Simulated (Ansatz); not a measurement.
The reference is CsSnI$_{3}$ in the cubic perovskite structure (space group Pm-3m, No. 221; a = 6.225 Å). Axes: x, y, z lie along the cube axes.

Calculations: DFT with r2SCAN, PAW potentials and a 500 eV plane-wave cutoff in Ansatz (a first-principles code), no SOC, earlier PAW set.

Base values:

The band gap is 0.46 eV and the shortest interatomic distance is 3.113 Å. The pressure is 0.00 GPa.

One thing is altered: tensor shear ε_xy = −3.72 % (engineering shear γ = -0.0744); the atoms relax in the strained cell.

Task: How does this affect the band gap?

Result: The band gap decreases by 0.07 eV, from 0.46 eV to 0.39 eV.

Task: How does this affect the energy relative to the base?

Result: The energy grows by 4.5 meV/atom.

Task: Estimate the effect on the shortest interatomic distance.

Result: The shortest interatomic distance is still 3.113 Å.

Task: What happens to the pressure?

Result: The pressure (mean of the normal stresses, compression positive) stays essentially unchanged (0.00 GPa against 0.03 GPa).

Spin-orbit coupling, missing from the scalar runs, can matter with I. Stability against distortions was not tested. Many cubic perovskites are stable only at high temperature; tilts and polar distortions were not tested.
